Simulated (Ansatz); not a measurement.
Hf: element substitutions

Start from Hf in the hcp (Mg type) structure (space group P6_3/mmc, No. 194; a = 3.204 Å, c = 5.069 Å).

Each row replaces one element on all its sites; cell and atoms are relaxed.

Levels (all Ansatz, a quantum-chemistry and plane-wave program, PAW, earlier PAW set): PBE (420 eV, spin-orbit coupling left out); PBEsol (420 eV, scalar-relativistic without spin-orbit coupling).

The base cell above is that of PBE; each level relaxes its own structures.

| case | volume per atom, PBE | volume per atom, PBEsol |
|---|---|---|
| Hf → Zr | 23.40 Å³ | 22.47 Å³ |
| Hf → Sc | 24.65 Å³ | 23.65 Å³ |
| Hf → Lu | 29.09 Å³ | 27.49 Å³ |

PBE lies above PBEsol in every row, by 0.92 Å³ to 1.60 Å³. They put the cases in the same order.

No phonon test of stability was made. The final runs are not spin-polarised.
